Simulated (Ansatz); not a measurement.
Pressure series in CaF2

The parent structure is CaF2 in the fluorite structure (space group Fm-3m, No. 225; a = 5.5110 Å).

Cell and atoms are relaxed at each pressure.

Level of theory: Kohn–Sham DFT with the PBE functional, run in Ansatz (a first-principles code) with PAW and 420 eV plane waves, no spin-orbit coupling.

| pressure (GPa) | volume per atom (Å³/atom) |
|---|---|
| -2 | 14.333 |
| -1 | 14.132 |
| 0 | 13.948 |
| 0.3 | 13.895 |
| 1.5 | 13.692 |
| 3 | 13.459 |
| 5 | ? |
| 7.5 | 12.866 |
| 10 | 12.588 |

Q: Fit the third-order Birch–Murnaghan form P(V) = (3B₀/2)[(V₀/V)^(7/3) − (V₀/V)^(5/3)]·[1 + (3/4)(B₀′ − 4)((V₀/V)^(2/3) − 1)] (squares taken in P) to the rows shown and predict the withheld row.

A: Least squares on the printed values gives V₀ = 13.948 Å³/atom, B₀ = 77.9 GPa, B₀′ = 4.4; this predicts 13.179 Å³/atom, and the run gives 13.178 Å³/atom, in agreement.

Load acts through the strain it causes; cell and atoms are relaxed under it. Stability against distortions was not tested. Competing high-pressure phases were not computed. The base started in Pca2_1 and relaxed to Fm-3m at this level.
